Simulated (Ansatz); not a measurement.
**Response to strain in Hf**

Take Hf in the hcp (Mg type) structure (space group P6_3/mmc, No. 194; a = 3.198 Å, c = 5.049 Å; relaxed with 0.1 eV smearing) as the base. Axes: x lies along a and z along c of the hexagonal cell.

Strains are applied to the cell and any free atomic positions relax; under biaxial strain the out-of-plane vector relaxes too.

The values are results of Kohn–Sham DFT with the r2SCAN functional, run in Ansatz (a quantum-chemistry and plane-wave program) with PAW and 500 eV plane waves, spin-orbit coupling left out, not measurements.

| biaxial strain, plane normal [001], relaxed out of plane (%) | out-of-plane strain (%) |
|---|---|
| -4.54 | 3.17 |
| -3.36 | ? |
| -0.65 | 0.42 |
| -0.48 | 0.31 |
| 0 | 0.00 |

Task: Fit ε⊥ = −νε + γε² (strains in %) to the rows shown and predict the withheld row.

Result: Least squares on the printed values gives ν = 0.64 (the biaxial Poisson response) and γ = 0.013 (largest residual 0.00 %); this predicts 2.29 %, and the run gives 2.27 %, 0.02 lower.

No phonon test of stability was made. All final runs are without spin polarisation.
